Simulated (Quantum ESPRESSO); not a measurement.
A self-consistent single point of a (110) slab of Mo (cut from a parent of space group no. 229; 3 atoms in the cell) with Quantum ESPRESSO.

Computed with LDA (PZ), GBRV 1.5 ultrasoft (LDA) pseudopotentials (plane waves; Quantum ESPRESSO 7.5).

The change in words: vacuum of 6 angstrom (first run: 14 Å); tstress: true → default; tefield: default → true; dipfield: default → true; edir: default → 3; emaxpos: default → 0.97; eopreg: default → 0.05; and 1 further keys. Reference geometry:
```xyz
3
Lattice="2.7143 0.0000 0.0000 -3.6191 2.5591 0.0000 0.0000 0.0000 18.4325" Properties=species:S:1:pos:R:3 pbc="T T T"
Mo     0.0000     0.0000     7.0000
Mo     0.9048     1.2796     9.2163
Mo     0.0000     0.0000    11.4325
```

Reference input (self-consistent single point, DFT, LDA (PZ), plane waves, GBRV 1.5 ultrasoft (LDA) pseudopotentials): ecutwfc = 40 Ry; ecutrho = 320 Ry; occupations = smearing; smearing = fermi-dirac; degauss = 0.0073499 Ry; potentials = {Mo: mo_lda_v1.uspp.F.UPF}; K_POINTS = automatic 9 9 1 0 0 0; conv_thr = 1e-10 Ry; mixing_beta = 0.3. This run's input differs from it in these lines:

```diff
@@ -7,3 +7,4 @@
   tprnfor = .true.
-  tstress = .true.
+  tefield = .true.
+  dipfield = .true.
 /
@@ -18,2 +19,6 @@
   degauss = 0.0073499
+  edir = 3
+  emaxpos = 0.970
+  eopreg = 0.05
+  eamp = 0.0
 /
@@ -28,7 +33,7 @@
   -3.619119936     2.559104090     0.000000000
-   0.000000000     0.000000000    18.432504000
+   0.000000000     0.000000000    10.432501000
 ATOMIC_POSITIONS crystal
-Mo    0.000000000    0.000000000    0.379764000
+Mo    0.000000000    0.000000000    0.287563000
 Mo    1.000000000    0.500000000    0.500000000
-Mo    0.000000000    0.000000000    0.620236000
+Mo    0.000000000    0.000000000    0.712437000
 K_POINTS automatic
```

Output (repeated stretches shortened):

```
     Self-consistent Calculation

     iteration #  1     ecut=    40.00 Ry     beta= 0.30

---- Real-time Memory Report at c_bands before calling an iterative solver
           192 MiB given to the printing process from OS
            65 MiB allocation reported by mallinfo(arena+hblkhd)
------------------

     Adding external electric field

     Computed dipole along edir(3) :
        Elec. dipole          0.1166 Ry au,          0.2964 Debye
        Ion. dipole           0.1064 Ry au,          0.2704 Debye
        Dipole               -0.3978 Ry au,         -1.0111 Debye
        Dipole field         -0.0102 Ry au,

   [... lines left out ...]
           237 MiB given to the printing process from OS
            83 MiB allocation reported by mallinfo(arena+hblkhd)
------------------

     negative rho (up, down):  3.850E-05 0.000E+00

     Adding external electric field

     Computed dipole along edir(3) :
        Elec. dipole          0.1062 Ry au,          0.2699 Debye
        Ion. dipole           0.1064 Ry au,          0.2704 Debye
        Dipole                0.0079 Ry au,          0.0200 Debye
        Dipole field          0.0002 Ry au,

        Potential amp.       -0.0076 Ry
        Total length         18.7288 bohr
     End of self-consistent calculation

     the Fermi energy is    12.0270 ev

!    total energy              =    -418.28048055 Ry
     estimated scf accuracy    <          8.3E-12 Ry
     smearing contrib. (-TS)   =      -0.00930457 Ry
     internal energy E=F+TS    =    -418.27117598 Ry

     electric field correction =       0.00000159 Ry

     convergence has been achieved in  20 iterations

     negative rho (up, down):  3.850E-05 0.000E+00

     Forces acting on atoms (cartesian axes, Ry/au):

     atom    1 type  1   force =    -0.00000000   -0.00000001    0.03191609
     atom    2 type  1   force =    -0.00000000    0.00000000   -0.00012036
     atom    3 type  1   force =     0.00000000    0.00000000   -0.03179573

     Total force =     0.045051     Total SCF correction =     0.000010

   JOB DONE.
```

The run converged in 20 iterations. Against the reference run the free energy drops by 12.9 meV/atom and the largest force goes from 0.910 to 0.821 eV/Å. The full log also holds: “c_bands:  1 eigenvalues not converged”.

The starting cell has typed, rounded lattice constants, without a prior relaxation at this level. The slab is cut from that crystal, and its faces are unrelaxed. Its lattice was rescaled by up to half a per cent. Spin polarisation is off.

Cost on one core of a shared machine: roughly 2 min.
